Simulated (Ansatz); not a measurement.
Reference: PtS2 (P-3m1), r2SCAN+D4 with spin-orbit coupling, rigid bands (plane waves, PAW; Ansatz, an electronic-structure program); axes and stresses refer to this cell.

```xyz
3
Lattice="3.5505 0.0000 0.0000 -1.7753 3.0748 0.0000 0.0000 0.0000 5.2058" Properties=species:S:1:pos:R:3 pbc="T T T"
Pt     0.0000     0.0000     0.0000
S      1.7753     1.0249     3.9799
S      0.0000     2.0499     1.2259
```

The hole mass along z is 0.87 mₑ and the Seebeck coefficient, n-type 1e19 cm⁻³ is -348 μV/K. The hole mass along x is 0.78 mₑ.

**Question.** Change: hydrostatic pressure 2 GPa. What happens to hole mass along z, Seebeck coefficient, n-type 1e19 cm⁻³, hole mass along x?

**Answer.** hole mass along z shrinks to 0.48 mₑ; Seebeck coefficient, n-type 1e19 cm⁻³ increases in size to -386 μV/K; hole mass along x rises to 0.91 mₑ.

Masses are for dilute carriers at 300 K, harmonic means over directions unless an axis is named. Seebeck coefficients are for the stated density at 300 K, with one relaxation time for all states and whether or not that doping can be reached. Stresses and pressures are the targets of the relaxation.  The structure type is held under load, also where the real crystal would transform.

Computed structure with no diffraction record at hand here (it may be known, metastable or hypothetical): PtS2 (P-3m1).
